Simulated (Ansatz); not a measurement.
# Hypothetical P4_2/mnm GaN: response to strain

The reference is GaN (space group P4_2/mnm, No. 136; a hypothetical phase, not in the database extracts checked).

```yaml
crystal:
  lattice:
    - [5.53504, 0.00000, 0.00000]
    - [0.00000, 5.53504, 0.00000]
    - [0.00000, 0.00000, 3.21404]
  atoms:
    - { symbol: Ga, position: [0.32058, 0.67942, 0.00000] }
    - { symbol: Ga, position: [0.67942, 0.32058, 0.00000] }
    - { symbol: Ga, position: [0.82058, 0.82058, 0.50000] }
    - { symbol: Ga, position: [0.17942, 0.17942, 0.50000] }
    - { symbol: N, position: [0.31781, 0.31781, 0.00000] }
    - { symbol: N, position: [0.68219, 0.68219, 0.00000] }
    - { symbol: N, position: [0.18219, 0.81781, 0.50000] }
    - { symbol: N, position: [0.81781, 0.18219, 0.50000] }
```

Cartesian axes are those of the cell as printed.

Strains are applied to the cell and any free atomic positions relax; under biaxial strain the out-of-plane vector relaxes too.

Levels (all Ansatz, an electronic-structure program, PAW): PBE (420 eV, no spin-orbit coupling); PBEsol (420 eV, no SOC).

The base cell above is that of PBE; each level relaxes its own structures.

Notes on the quantities. pressure: mean of the normal stresses, compression positive.

| case | pressure, PBE | pressure, PBEsol |
|---|---|---|
| biaxial strain −1.42 %, plane normal [001], relaxed out of plane | 2.83 GPa | 2.93 GPa |
| biaxial strain +1.17 %, plane normal [001], relaxed out of plane | -2.30 GPa | -2.40 GPa |
| strain tensor (xx, yy, zz, yz, xz, xy) = (+0.52, −0.36, −1.45, +1.66, +2.39, −2.09) % | 2.48 GPa | 2.69 GPa |
| strain tensor (xx, yy, zz, yz, xz, xy) = (−0.83, +1.04, +1.77, −0.87, +1.86, +1.29) % | -3.38 GPa | -3.73 GPa |

The two levels differ by at most about 0.35 GPa. They put the cases in the same order.

No phonon test of stability was made.
